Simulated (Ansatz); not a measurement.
The parent structure is SrTiO3 in the cubic perovskite structure (space group Pm-3m, No. 221; a = 3.891 Å). Axes: x, y, z lie along the cube axes.

Level of theory: DFT with PBEsol, PAW potentials and a 420 eV plane-wave cutoff in Ansatz (a first-principles code), no spin-orbit coupling.

Perturbation: the cell is stretched by 3.00 % along z with no lateral relaxation, atoms relaxed at fixed cell.

Predict the stress tensor and what it implies for the stiffness.

Stress of the strained cell less that of the base (GPa, compression positive):
```
  -2.89    0.00    0.00
   0.00   -2.89    0.00
   0.00    0.00   -8.97
```

Then −Δσ_ii/ε with ε = 0.0300 gives secant stiffness values (nonlinear terms included at this strain): C33 ≈ 299 GPa, C13 ≈ 96 GPa and C23 ≈ 96 GPa.

As a check, the harmonic strain energy −½ V₀ Δσ:ε is 9.9 meV/atom; the computed energy rise is 10 meV/atom.

Whether these cells are dynamically stable was not tested. The final runs are not spin-polarised. Many cubic perovskites are stable only at high temperature; tilts and polar distortions were not tested.
